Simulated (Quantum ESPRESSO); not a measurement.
Troubleshooting Quantum ESPRESSO: a failed run on LuBi2BrO4 (P4/mmm, 8 atoms in the cell). The aim is a self-consistent single point with DFT, LDA (PZ), plane waves, PseudoDojo standard norm-conserving (PBE) pseudopotentials.

This input was run:

```fortran
&CONTROL
    calculation = 'scf'
    prefix = 'scf'
    outdir = './work'
    pseudo_dir = './'
    verbosity = 'high'
    tprnfor = .true.
    tstress = .true.
/
&SYSTEM
    ibrav = 6
    A = 3.9146980000
    C = 9.3662700000
    nat = 8
    ntyp = 4
    ecutwfc = 100
    occupations = 'fixed'
    nbnd = 47
    tot_charge = 1
    input_dft = 'pz'
/
&ELECTRONS
    conv_thr = 1.0d-10
    mixing_beta = 0.7
/
ATOMIC_SPECIES
Lu   174.9668  Lu.upf
Bi   208.9804  Bi.upf
Br    79.9040  Br.upf
O     15.9990  O.upf
ATOMIC_POSITIONS {angstrom}
Lu    0.0000000000    0.0000000000    0.0000000000
Bi    1.9573490000    1.9573490000    6.8623850409
Bi    1.9573490000    1.9573490000    2.5038849591
Br    0.0000000000    0.0000000000    4.6831350000
O     1.9573490000    0.0000000000    8.0131249731
O     1.9573490000    0.0000000000    1.3531450269
O     0.0000000000    1.9573490000    8.0131249731
O     0.0000000000    1.9573490000    1.3531450269
K_POINTS {automatic}
4 4 2  0 0 0
```

The program printed (abridged):

```
     Self-consistent Calculation

     iteration #  1     ecut=   100.00 Ry     beta= 0.70

---- Real-time Memory Report at c_bands before calling an iterative solver
           292 MiB given to the printing process from OS
           255 MiB allocation reported by mallinfo(arena+hblkhd)
------------------

     WARNING: integrated charge=    84.30000000, expected=    85.00000000

 %%%%%%%%%%%%%%%%%%%%%%%%%%%%%%%%%%%%%%%%%%%%%%%%%%%%%%%%%%%%%%%%%%%%%%%%%%%%%%
     Error in routine electrons (1):
     charge is wrong: smearing is needed
 %%%%%%%%%%%%%%%%%%%%%%%%%%%%%%%%%%%%%%%%%%%%%%%%%%%%%%%%%%%%%%%%%%%%%%%%%%%%%%

     stopping ...
```

From the messages shown, name the fault and mend the input.

The fault is an unintended net charge; here the program stops on it instead of giving results. To fix it, remove the charge. The program stopped with an error at about iteration 1.

The sound input it was made from differs as follows (other fixes are possible):
```diff
-    tot_charge = 1
```

With that input, the run converged in 14 iterations: free energy E − TS -13361.0926 eV; top of the valence band (on the code's own zero) 8.97 eV; gap on the k-point mesh 1.01 eV; pressure -9.33 GPa; largest force (vector length) 0.931 eV/Å (DFT, LDA (PZ), plane waves, PseudoDojo standard norm-conserving (PBE) pseudopotentials).

On the sound input: the starting cell comes from a database of computed structures (which also holds hypothetical and non-ambient phases and stackings), without a prior relaxation at this level. Its lattice was rescaled by a random factor within 2.5 % of one. Spin-orbit coupling is off. With a pressure of about -9 GPa the cell is away from its equilibrium volume at this level.
